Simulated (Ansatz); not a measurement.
An Ansatz (a quantum-chemistry and plane-wave program) input (Kohn–Sham DFT with the LDA functional, run in Ansatz with PAW and 420 eV plane waves, scalar-relativistic without spin-orbit coupling):

Ansatz 0.2 input:
```yaml
crystal:
  lattice:
    - [4.5797751554, 0, 0]
    - [2.2898875777, 3.9662016282, 0]
    - [2.2898875777, -1.3220672094, 3.71591125]
  atoms:
    - { symbol: In, position: [0, 0, 0] }
    - { symbol: Sb, position: [0.5, 0.25, 0.75] }
basis: { ecutwfc: 420, ecutrho_ratio: 4, xc_grid: 2, fft_grid_basis: typed }
kpoints: { mp_grid: { grid: [13, 13, 13] } }
hamiltonian:
  xc: lda
  dispersion: none
  pseudopotentials: { kind: paw }
scf: { occupations: { method: fermi_dirac, width: 0.05 } }
relax: { f_tol: 0.005, max_steps: 50, cell: { stress_tol: 0.01, fix: [a, b, gamma] } }
output: { forces: true, stress: true }
checkpoint: { write: state.ck, write_every: 1000 }
```

**Question.** Which symmetry and how many k-points will the program report, and about how many plane waves at Γ?

**Answer.** Space group R3m (ITA 160) with 6 operations, k-points 231 of 2197, and 1351 plane waves at Γ.

**Question.** And the final pressure?

**Answer.** -0.27 GPa (compression positive).

The cells carry an imposed strain or load. Stability against distortions was not tested. All final runs are without spin polarisation. The cell was made from InSb in the zinc blende structure (space group F-43m, No. 216) by this change: biaxial strain +0.42 %, plane normal [111], relaxed out of plane.
